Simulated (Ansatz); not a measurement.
A hypothetical phase is included: elements placed on a structure type, which no database files for this compound.

By PBEsol, the system below comes out a metal.

Input:

```xyz
2
Lattice="5.9614 0.0000 0.0000 -2.9807 5.1628 0.0000 2.9807 1.7209 4.8675" Properties=species:S:1:pos:R:3 pbc="T T T"
Ca     2.9807     1.7209     1.2169
Ca     0.0000     3.4418     2.4337
```

The cell was relaxed by PBE-D3(BJ).

The current flows along the normal of the first two printed cell vectors, the (111) plane of the conventional cell. No spin-orbit coupling; the value is a mean over 0.1 eV about the Fermi level.

Problem. State the ballistic conductance per area according to Ansatz (a first-principles code) with PBEsol.

Solution. 0.35 × 10¹⁵ S/m² for both spins.
